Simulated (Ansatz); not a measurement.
The parent structure is WSi2 (space group I4/mmm, No. 139; a = 3.2292 Å, c = 7.8672 Å).

Levels (all Ansatz, a program for electronic structure, PAW): PBE (420 eV, no spin-orbit coupling); r2SCAN (500 eV, no spin-orbit coupling).

The geometry is relaxed with PBE.

PBE pressure: 0.0 GPa

Question: How does going to r2SCAN change the pressure?

Answer: The pressure goes from zero to -4.5 GPa.

Single points use the geometry relaxed with PBE. Their cutoffs differ, which shifts pressures a little. No phonon test of stability was made. The final runs are not spin-polarised.
